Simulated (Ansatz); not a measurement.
free sheet of monolayer 1H MoS2: Mo20S40, 3 atomic planes, area 176 Å², cell height 16.1 Å with vacuum; both faces free, started from the relaxed sheet, in-plane cell fixed at 1.000 times the relaxed lattice. The numbers are results of PBE (plane waves, PAW; Ansatz, an electronic-structure program), not measurements. Mean temperature 295 K, 9.5 ps sampled after 3.9 ps of Langevin dynamics; k-points: Γ only; no spin polarisation or spin-orbit coupling.

A denser in-plane k-mesh moves the forces of one frame by 0.02 eV/Å rms. Bonds are counted up to Mo-S 2.77 Å; heights count from the centre of mass.

Question: What happens at the sheet: give the outer plane spacing; normal motion of the outer planes over that of the middle; in-plane diffusion; coordination in the top plane; mean vibrational (phonon) frequency.

Answer: 
| Item | Result |
|---|---|
| outer plane spacing | 1.57 Å against 1.56 Å at the start (+0 %) |
| normal motion of the outer planes over that of the middle | 1.1 |
| in-plane diffusion | none seen within 9.5 ps |
| coordination in the top plane | 3-fold 100 % |
| mean vibrational (phonon) frequency | 8.4 THz |
